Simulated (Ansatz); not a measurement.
The reference is AlNi in the CsCl type structure (space group Pm-3m, No. 221; a = 2.893 Å; non-magnetic).

Level of theory: Ansatz (an electronic-structure program) PBE, spin-orbit coupling left out.

Base values:

```
Item       Result
--------  -------
Pressure  0.0 GPa
```

Perturbation: the cell is scaled by 1.0498 in all directions; the atoms relax in the strained cell.

Task: Estimate the effect on the pressure and energy relative to the base.

Result: The pressure goes from zero to -16.8 GPa; the energy goes up by 114 meV/atom.

Whether these cells are dynamically stable was not tested. Seeded moments were not kept for the base. All final runs are without spin polarisation.
